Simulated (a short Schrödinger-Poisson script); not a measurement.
From a short Schrödinger-Poisson script (our own, NumPy): 1D Poisson equation in equilibrium, electrons quantum, Hartree (BenDaniel-Duke, 12 states a valley, the channel's in-plane mass for all, wave functions ending at the dielectric), parabolic valleys, classical holes, full ionisation, no traps, pinning or gate leakage.

System: MOS inversion layer, SiO2 on p-type Si(100), at 300 K.

From the gate side: 1.7 nm SiO2; 1700 nm Si, acceptors 6.2e16 cm⁻³.

Constants are typed, rounded textbook-type inputs, not results; the design itself was drawn at random and stands for no fabricated device. SiO2: permittivity 3.9, conduction-band edge (eV) 3.15, gap (eV) 9, electron mass (mₑ) 0.5. Si: permittivity 11.7, conduction-band edge (eV) 0, gap (eV) 1.124, Nv at 300 K (cm⁻³) 3.1e19.

Channel valleys (confinement mass, in-plane density-of-states mass, number): Δ2 0.916, 0.19, 2; Δ4 0.19, 0.417, 4. At the gate the conduction-band edge of layer 1 lies 3.44 eV − eVg above the Fermi level of the channel; the field vanishes at the back. Gaps are held at their typed values at every temperature. Mesh 0.03 nm at interfaces.

Give the centroid of the channel electrons at Vg = 1.05 V (nm); the gate voltage at 1e11 electrons/cm² (V); the capacitance at Vg = 1.05 V (μF/cm²).

centroid of the channel electrons at Vg = 1.05 V (nm): 2.04; gate voltage at 1e11 electrons/cm² (V): 0.29; capacitance at Vg = 1.05 V (μF/cm²): 1.58.
